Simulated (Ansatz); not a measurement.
```
CELL_PARAMETERS angstrom
      0.00000     2.41688     2.41688
      2.41688     0.00000     2.41688
      2.41688     2.41688     0.00000
ATOMIC_POSITIONS crystal
  Ca 0.00000 0.00000 0.00000
  O  0.50000 0.50000 0.50000
```

Calculation: r2SCAN, rigid bands (plane waves, PAW, scalar-relativistic; Ansatz, a first-principles code). Condition of this run: hydrostatic pressure of -4.4 GPa (compression positive) (the target of the relaxation). Geometry: cell and atoms relaxed with PBEsol, then loaded as said.

### Question
Predict the electron conductivity mass (n e² τ/σ) at 300 K, by direction if it differs.

### Answer
0.58 mₑ.

### Question
Predict the hole conductivity mass (n e² τ/σ) at 300 K, by direction if it differs.

### Answer
1.47 mₑ.

### Question
And the band gap?

### Answer
4.20 eV at this level; semilocal functionals usually fall short of the measured gap.

Rigid bands, one relaxation time for all states, no polarons. Spin-orbit coupling is left out; where it splits the top of the valence band it changes the hole mass and lowers the gap by about a third of the splitting. Geometry: cell and atoms relaxed with PBEsol.
